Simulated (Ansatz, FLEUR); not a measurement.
An Ansatz (a first-principles code) input for a self-consistent single point of BeSe (F-43m, 2 atoms in the cell) (DFT, PBE, plane waves, default PAW files):

Ansatz 0.2 input:
```yaml
crystal:
  lattice:
    - [0.000000, 2.570000, 2.570000]
    - [2.570000, 0.000000, 2.570000]
    - [2.570000, 2.570000, 0.000000]
  atoms:
    - { symbol: Be, position_ang: [0.000000, 0.000000, 0.000000] }
    - { symbol: Se, position_ang: [1.285000, 1.285000, 1.285000] }
kpoints:
  mp_grid: { grid: [9, 9, 9] }
hamiltonian:
  xc: pbe
  pseudopotentials: { kind: paw }
scf:
  occupations: { method: fermi_dirac, width: 0.05 }
output:
  forces: true
  eigenvalues: true
  stress: true
```

### Question
Give the FLEUR input for the same structure, mesh, smearing and functional.

### Answer
One input that does it (others would too):

Input of the input generator:

```
scf BeSe
&input film=f /
-0.0000000000 0.7071067812 0.7071067812
0.7071067812 -0.0000000000 0.7071067812
0.7071067812 0.7071067812 -0.0000000000
6.8682641286
1.0 1.0 1.0

2
4 0.0000000000 0.0000000000 0.0000000000
34 0.2500000000 0.2500000000 0.2500000000

&comp jspins=1 /
&kpt div1=9 div2=9 div3=9 /
&end /
```

```xml
<?xml version="1.0" encoding="UTF-8" standalone="no"?>
<fleurInput fleurInputVersion="0.39">
   <comment>
      scf BeSe                                                                                            
   </comment>
   <calculationSetup>
      <cutoffs Kmax="4.4" Gmax="13.2" GmaxXC="13.2" numbands="0"/>
      <scfLoop itmax="100" minDistance="0.00001" maxIterBroyd="15" imix="Anderson" alpha="0.05" precondParam="0.0" spinf="2.0"/>
      <coreElectrons ctail="T" frcor="F" kcrel="0" coretail_lmax="0"/>
      <xcFunctional name="pbe" relativisticCorrections="F"/>
      <magnetism jspins="1"/>
      <soc l_soc="F" theta="0.0" phi="0.0" spav="F"/>
      <expertModes spex="0" secvar="F"/>
      <geometryOptimization l_f="T" forcealpha="1.0" forcemix="BFGS" epsdisp="0.00001" epsforce="0.00001"/>
      <ldaU l_linMix="F" mixParam="0.05" spinf="1.0"/>
   </calculationSetup>
   <cell>
      <bzIntegration valenceElectrons="18.0" mode="hist" fermiSmearingEnergy="0.00183747">
         <kPointListSelection listName="default-1"/>
         <!-- k-points included here -->
         <xi:include xmlns:xi="http://www.w3.org/2001/XInclude" href="kpts.xml"> </xi:include>
      </bzIntegration>
      <!-- symmetry operations included here -->
      <xi:include xmlns:xi="http://www.w3.org/2001/XInclude" href="sym.xml"> </xi:include>
      <bulkLattice scale="1.0">
         <bravaisMatrix>
            <row-1>    0.0000000000000000     4.8565961404057694     4.8565961404057694</row-1>
            <row-2>    4.8565961404057694     0.0000000000000000     4.8565961404057694</row-2>
            <row-3>    4.8565961404057694     4.8565961404057694     0.0000000000000000</row-3>
         </bravaisMatrix>
      </bulkLattice>
   </cell>
   <atomSpecies>
      <species name="Beryllium (Be)" element="Be" atomicNumber="4">
         <mtSphere radius="1.39" gridPoints="489" logIncrement="0.02"/>
         <atomicCutoffs lmax="6" lnonsphr="4"/>
         <electronConfig flipSpins="F">
            <coreConfig>(1s1/2)</coreConfig>
            <valenceConfig>(2s1/2)</valenceConfig>
         </electronConfig>
         <energyParameters s="2" p="2" d="3" f="4"/>
      </species>
      <species name="Selenium (Se)" element="Se" atomicNumber="34">
         <mtSphere radius="2.46" gridPoints="867" logIncrement="0.015"/>
         <atomicCutoffs lmax="10" lnonsphr="8"/>
         <electronConfig flipSpins="F">
            <coreConfig>(1s1/2) (2s1/2) (2p1/2) (2p3/2) (3s1/2) (3p1/2) (3p3/2)</coreConfig>
            <valenceConfig>(4s1/2) (3d3/2) (3d5/2) (4p1/2) (4p3/2)</valenceConfig>
            <stateOccupation state="(4p1/2)" spinUp="0.6666666666667" spinDown="0.6666666666667"/>
            <stateOccupation state="(4p3/2)" spinUp="1.3333333333333" spinDown="1.3333333333333"/>
         </electronConfig>
         <energyParameters s="4" p="4" d="3" f="4"/>
      </species>
   </atomSpecies>
   <atomGroups>
      <atomGroup species="Beryllium (Be)">
         <relPos label="                   1">.0000000000 .0000000000 .0000000000</relPos>
         <force calculate="T" relaxXYZ="TTT"/>
      </atomGroup>
      <atomGroup species="Selenium (Se)">
         <relPos label="                   2">1.000/4.000 1.000/4.000 1.000/4.000</relPos>
         <force calculate="T" relaxXYZ="TTT"/>
      </atomGroup>
   </atomGroups>
   <output dos="F" band="F" slice="F">
      <checks vchk="F" cdinf="F"/>
      <bandDOS minEnergy="-.5*Htr" maxEnergy="0.5*Htr" sigma="0.015" storeEVData="T"/>
      <vacuumDOS vacdos="F" integ="F" star="F" nstars="0" locx1="0.0" locy1="0.0" locx2="0.0" locy2="0.0" nstm="0" tworkf="0.0"/>
      <unfoldingBand unfoldBand="F" supercellX="1" supercellY="1" supercellZ="1"/>
      <plotting iplot="0" polar="F">
         <plot TwoD="T" vec1="  1.0  0.0  0.0" vec2="  0.0  1.0  0.0" vec3="  0.0  0.0  1.0" zero="  0.0  0.0  0.0" file="plot"/>
      </plotting>
      <chargeDensitySlicing numkpt="0" minEigenval="0.0" maxEigenval="0.0" nnne="0" pallst="F"/>
      <specialOutput eonly="F"/>
      <magneticCircularDichroism mcd="F" energyLo="-10.0" energyUp="0.0"/>
   </output>
  <!-- We include the file relax.xml here to enable relaxations (see documentation) -->
  <xi:include xmlns:xi="http://www.w3.org/2001/XInclude" href="relax.xml"> <xi:fallback/> </xi:include>
</fleurInput>
```

Basis settings and potentials, where a program has them, do not carry over. This input uses DFT, PBE, all-electron FLAPW (FLEUR), scalar-relativistic valence.

The starting cell has typed, rounded lattice constants, without a prior relaxation at this level.
